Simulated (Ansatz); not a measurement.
**Al2Cu (I4/mcm, No. 140)**

These are r²SCAN+rVV10 in Ansatz (plane waves, PAW) values and carry that method's errors.

Run with plane-wave cutoff 560 eV, 14×14×14 k mesh, Fermi–Dirac smearing 0.05 eV, no spin polarisation, scalar-relativistic PAW data made under PBE.

Cell: relaxed at this level.

```json
{
 "volume_per_atom": "14.31 Å³/atom",
 "bulk modulus B0": "116 GPa",
 "band_gap": "zero (no gap)",
 "lattice_constant_a": "5.986 Å",
 "lattice_parameter_c": "4.793 Å",
 "pressure derivative B′ of the bulk modulus": "4.6"
}
```

Note: the bulk modulus comes from volumes at which shape and atoms were relaxed.

The result took roughly 23 core-minutes.

Ansatz is a quantum-chemistry and plane-wave program.
